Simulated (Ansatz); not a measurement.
Worked calculations on one periodic cell of amorphous Hf$_{10}$Si$_{10}$O$_{40}$: Hf10Si10O40, 60 atoms, volume 835.8 Å³, made by a melt-quench on the CHGNet potential and relaxed with DFT. O atoms were pushed apart under 1.9 Å during the dynamics, to hinder bonds among them. It is a model cell: composition and starting density were chosen by hand, and all elements were melted together. Computed with PBE (plane waves to 420 eV, PAW; Ansatz, an electronic-structure program). Sampling: a 2×2×2 Γ-centred mesh; Fermi-Dirac width 0.02 eV; no spin polarisation. Its volume was relaxed, its shape was held as a cube, and it stands at a mean pressure of 0.0 GPa with stress components up to 1.2 GPa; the relaxation ran on the zone centre alone. Its density went from a set 5.59 to 5.38 g/cm³. The cell is small and was quenched far faster than a real film, so it is one sample of the glass.

### Question
Count formal charges (Hf +4, Si +4, O -2). What does the count lead one to expect at the Fermi level, and what does the calculation give?

### Answer
10 × (+4) + 10 × (+4) + 40 × (-2) = 0. The charges balance, so the anion-derived valence states can be full and a gap can open. On this mesh the highest filled and lowest empty level lie 4.35 eV apart, the PBE gap of this cell, with a localised state at one edge or both.

Four energies for an added electron at PBE on the zone centre alone (charged cells in a uniform background, spin-polarised): neutral at the neutral geometry -186347.355 eV; charged at the neutral geometry -186336.748 eV; charged and relaxed -186337.008 eV; neutral at the charged geometry -186346.651 eV.

### Question
Find the two relaxation energies and their sum, the reorganisation energy.

### Answer
On charging: -186336.748 − (-186337.008) = 0.260 eV. On discharging: -186346.651 − (-186347.355) = 0.704 eV. The sum is 0.964 eV. The carrier's level spreads over 7 of the 60 atoms' worth, so it counts as partly localised, most on one Hf atom with neighbours O 2.07 Å, O 2.08 Å, O 2.11 Å, O 2.12 Å, O 2.14 Å, O 2.27 Å (neutral geometry). The values are uncorrected: the image energy of a point charge in this cell, 2.84 × 14.40 / (2 × 9.4) = 2.2 eV before screening, is screened by electrons alone at the fixed geometry and by ions too after relaxing, and the carrier can be spread before it relaxes, so each term can be off by up to that value times 1/ε∞, some tenths of an eV. PBE's self-interaction favours spread-out carriers, so a hybrid can localise more.

Four energies for a hole at PBE on the zone centre alone (charged cells in a uniform background, spin-polarised): neutral at the neutral geometry -186347.355 eV; charged at the neutral geometry -186353.508 eV; charged and relaxed -186353.620 eV; neutral at the charged geometry -186346.567 eV.

### Question
Find the two relaxation energies and their sum, the reorganisation energy.

### Answer
On charging: -186353.508 − (-186353.620) = 0.112 eV. On discharging: -186346.567 − (-186347.355) = 0.788 eV. The sum is 0.900 eV. The carrier's level spreads over 4 of the 60 atoms' worth, so it counts as localised, most on one O atom with neighbours Si 1.62 Å, Hf 2.00 Å (neutral geometry). The values are uncorrected: the image energy of a point charge in this cell, 2.84 × 14.40 / (2 × 9.4) = 2.2 eV before screening, is screened by electrons alone at the fixed geometry and by ions too after relaxing, and the carrier can be spread before it relaxes, so each term can be off by up to that value times 1/ε∞, some tenths of an eV. PBE's self-interaction favours spread-out carriers, so a hybrid can localise more.
